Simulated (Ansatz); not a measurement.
## Mo: response to strain

Take Mo in the bcc (W type) structure (space group Im-3m, No. 229; relaxed with 0.1 eV smearing) as the base.

```
CELL_PARAMETERS angstrom
     -1.57548     1.57548     1.57548
      1.57548    -1.57548     1.57548
      1.57548     1.57548    -1.57548
ATOMIC_POSITIONS crystal
  Mo 0.00000 0.00000 0.00000
```

Cartesian axes are those of the cell as printed.

Strains are applied to the cell and any free atomic positions relax; under biaxial strain the out-of-plane vector relaxes too.

Computed with DFT with r2SCAN, PAW potentials and a 500 eV plane-wave cutoff in Ansatz (a first-principles code), without spin-orbit coupling.

Notes on the quantities. energy relative to the base: free energy F.

```tsv
change	energy relative to the base	volume per atom
base	0 meV/atom	15.64 Å³
biaxial strain +0.50 %, plane normal [001], relaxed out of plane	+1.3 meV/atom	15.75 Å³
biaxial strain +1.00 %, plane normal [001], relaxed out of plane	+5.2 meV/atom	15.85 Å³
biaxial strain +1.50 %, plane normal [001], relaxed out of plane	+12 meV/atom	15.96 Å³
biaxial strain +2.00 %, plane normal [001], relaxed out of plane	+20 meV/atom	16.07 Å³
biaxial strain +2.50 %, plane normal [001], relaxed out of plane	+32 meV/atom	16.18 Å³
biaxial strain +3.00 %, plane normal [001], relaxed out of plane	+45 meV/atom	16.28 Å³
```

Whether these cells are dynamically stable was not tested. All final runs are without spin polarisation.
